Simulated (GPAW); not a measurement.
Short convergence ladders for AlRh (P4mm, 2 atoms in the cell)

```xyz
2
Lattice="2.9922 0.0000 0.0000 0.0000 2.9922 0.0000 0.0000 0.0000 2.9922" Properties=species:S:1:pos:R:3 pbc="T T T"
Al     0.0000     0.0000     0.0500
Rh     1.4961     1.4961     1.4961
```

Base method: LDA (Perdew-Wang 92), GPAW PAW datasets LDA (gpaw-data 1.0.1) (plane waves; GPAW).

Base settings: mode = pw; ecut = 600 eV; xc = LDA; kpts = 5 5 5; mesh shift (steps) = 0 0 0; occupations.name = methfessel-paxton; occupations.width = 0.1 eV; occupations.order = 0; nbands = -8; convergence.density = 1e-05 e/electron.

The count of work is k-points × plane waves × bands × iterations; it is no time. 

**The k-point mesh at a smearing width of 0.05 eV**

In this ladder: occupations.width = 0.05 eV.

The second cell is the first with its lattice scaled by 0.98.

Only quantities that move along the ladder and can be compared are tabulated.

```tsv
kpts	free energy less the last step's (meV/atom)	energy of the compressed cell less the first (meV/atom)	pressure (GPa)	count of work / last
4 4 4	76.32	9.00	-4.62	0.025
5 5 5	-10.57	-4.21	-7.10	0.022
6 6 6	1.04	-3.24	-6.94	0.050
8 8 8	5.05	-3.39	-6.89	0.11
12 12 12	0.64	-4.22	-7.10	0.23
15 15 15	0.64	-4.15	-7.09	0.42
21 21 21	0.00	-4.25	-7.11	1.0
```

Coarsest kpts that holds the free energy within 2 meV/atom of the last step, with all finer ones: 12 12 12, at 0.23 of the last step's count of work; the step before is off by 5.0 meV/atom.

Coarsest kpts that holds the energy of the compressed cell less the first within 2 meV/atom of the last step, with all finer ones: 5 5 5, at 0.022 of the last step's count of work; the step before is off by 13 meV/atom.

Coarsest kpts that holds the pressure within 0.1 GPa of the last step, with all finer ones: 12 12 12, at 0.23 of the last step's count of work; the step before is off by 0.21 GPa.

The energy difference between the two cells stays within 1 meV/atom of the last step's from 8 8 8 on, the total only from 12 12 12 on: much of the error is common to both cells and cancels.

**The width of Methfessel-Paxton smearing**

In this ladder: kpts = 8 8 8; occupations.order = 1.

Narrow widths need finer meshes than wide ones, so the last steps can hold mesh noise.

Only quantities that move along the ladder and can be compared are tabulated; pressure and forces are left out, as mesh noise rules them at narrow widths.

| occupations.width | free energy less the last step's (meV/atom) |
|---|---|
| 1 eV | 0.79 |
| 0.5 eV | -1.86 |
| 0.3 eV | -1.14 |
| 0.1 eV | 0.00 |

Widest occupations.width that holds the free energy within 1 meV/atom: not settled: the last two steps still differ by 1.1 meV/atom, over half the tolerance, so the ladder does not show it.

On the base run: the starting cell comes from a database of computed structures (which also holds hypothetical and non-ambient phases and stackings), without a prior relaxation at this level. Its lattice was rescaled by up to half a per cent. One atom was moved a little off its site on purpose. Spin polarisation is off. In the base run, with a pressure of about -7 GPa the cell is away from its equilibrium volume at this level. Without a gap this mesh is coarse (it stands for a supercell whose shortest vector is 15 Å).

Left out of this page: 2 runs of the series outside the window shown, repeating another row's setting, or not comparable.
